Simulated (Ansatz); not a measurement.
# InP: band gap against strain

InP (zinc blende, F-43m, 25.763 Å³/atom at rest) under an equal strain ε in the (111) plane with the normal axis free, as in a coherent film. r2SCAN in Ansatz, a plane-wave DFT program (PAW, default set), 500 eV, 10×10×10 Γ-centred mesh, Fermi-Dirac smearing 0.05 eV; ions are relaxed within the symmetry of each cell. Gaps are the smallest over the k-mesh and a band path, without spin-orbit coupling; in all rows the valence edge lies at Γ and the conduction edge at Γ.

Here s stands for strain and Eg for gap.

| strain (%) | gap (eV) |
|---|---|
| 0.00 | 1.028 |
| 0.42 | 0.965 |
| 0.83 | 0.903 |
| 1.25 | 0.840 |
| 2.50 | ? |

Taking a straight line for Eg over the 4 complete rows: Means: s 0.62500, Eg 0.9340. About the means, the sum of products is -0.13021 and the sum of squares of s is 0.86530; the slope is their ratio. Least squares gives Eg = 1.0280 - 0.15048·s. Residuals (row less fit): 0.0000, 0.0002, -0.0001, 0.0001; standard error 0.0002 (degrees of freedom: 2). Over these rows the gap moves by -15 ± 0.03 eV per unit strain.

Problem. Estimate the missing Eg (s = 2.50); what did the run itself give?

Solution. Eg = 1.0280 - 0.15048 × 2.50 = 0.6518 eV. The calculation gives 0.663 eV, 0.0112 eV above the prediction (3.1 % of the range of Eg in the table). The row lies outside the fitted rows, so this is an extrapolation. The fitted rows scatter only by rounding.

One order more, fitted to all 7 runs of the series, follows each within 0.001, so the miss is the next term of a smooth law. Spin-orbit coupling is left out, which can shift this property for InP. Rows are the converged runs of the series near zero and its far end; series whose fitted rows scatter by over a few per cent of the range, as at a crossing or softening among them, aren't shown in this form. Most that stay on the fit to the last digits aren't either.
